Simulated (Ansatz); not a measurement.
**Carrier properties of ZnS (F-43m)**

Data:

```
ZnS
1.0
    0.00000     2.62877     2.62877
    2.62877     0.00000     2.62877
    2.62877     2.62877     0.00000
Zn S
1 1
Direct
  0.00000   0.00000   0.00000
  0.25000   0.25000   0.25000
```

Calculation: PBEsol with spin-orbit coupling, rigid bands (plane waves, PAW; Ansatz, an electronic-structure program). Condition of this run: hydrostatic pressure 5 GPa (the target of the relaxation). How the cell was made: cell and atoms relaxed with PBEsol, then loaded as said.

* **band gap**: 2.31 eV
* **electron conductivity mass (300 K, dilute)**: 0.190 mₑ
* **hole conductivity mass (300 K, dilute)**: 0.79 mₑ
* **effective density of states N_c (300 K)**: 2.0e18 cm⁻³
* **effective density of states N_v (300 K)**: 4.5e19 cm⁻³
* **density-of-states mass, electrons**: 0.187 mₑ
* **density-of-states mass, holes**: 1.48 mₑ
* **Seebeck coefficient, n-type 1e19 cm⁻³, 300 K**: -109 μV/K
* **Seebeck coefficient, p-type 1e19 cm⁻³, 300 K**: 376 μV/K
* **best p-type power factor at 300 K for τ = 10 fs (best axis; densities from 1e16 to 1e21 cm⁻³ tried, whether or not they can be reached)**: 16.7 μW/(cm·K²) at 3e20 cm⁻³

Rigid bands; masses and Seebeck coefficients take one relaxation time τ for all states and one kind of carrier; polarons and phonon drag are left out.
